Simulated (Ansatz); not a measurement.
Take BN (space group P6_3/mmc, No. 194; layered, stacked along the Cartesian z axis) as the base.

```yaml
crystal:
  lattice:
    - [2.50046, 0.00000, 0.00000]
    - [-1.25023, 2.16546, 0.00000]
    - [0.00000, 0.00000, 6.41169]
  atoms:
    - { symbol: B, position: [0.66667, 0.33333, 0.25000] }
    - { symbol: B, position: [0.33333, 0.66667, 0.75000] }
    - { symbol: N, position: [0.33333, 0.66667, 0.25000] }
    - { symbol: N, position: [0.66667, 0.33333, 0.75000] }
```

Cartesian axes are those of the cell as printed.

Computed with Ansatz (an electronic-structure program), PBEsol-D3(BJ), PAW, cutoff 420 eV, without spin-orbit coupling.

Modification: the cell is stretched by 1.80 % along x with no lateral relaxation, atoms relaxed at fixed cell.

Question: Estimate the effect on the stress and energy relative to the base.

Answer: The stress (xx, yy, zz, yz, xz, xy; compression positive) amounts to (-15.65, -3.64, -0.03, 0.00, 0.00, 0.00) GPa; the energy grows by 7.7 meV/atom.

The cells carry an imposed strain or load. Whether these cells are dynamically stable was not tested.
